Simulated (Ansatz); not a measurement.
The starting structures come from a database of crystals and need not be the phases stable at ambient conditions.

By PBEsol, the system below comes out a metal.

The ballistic (Sharvin) conductance counts the channels at the Fermi level: G/A = (e²/h) × channels of both spins per area.

Given:

```xyz
2
Lattice="6.2692 0.0000 0.0000 0.0000 6.3891 0.0000 0.0000 3.1946 1.8444" Properties=species:S:1:pos:R:3 pbc="T T T"
Na     4.7019     4.2594     0.0000
Na     1.5673     2.1297     0.0000
```

The cell is taken as given.

The current flows along the normal of the first two printed cell vectors, the (110) plane of the conventional cell. No spin-orbit coupling; the value is a mean over 0.1 eV about the Fermi level.

Q: Give the ballistic conductance per area that PBEsol in Ansatz (an electronic-structure program) yields.

A: 0.53 × 10¹⁵ S/m² for both spins.
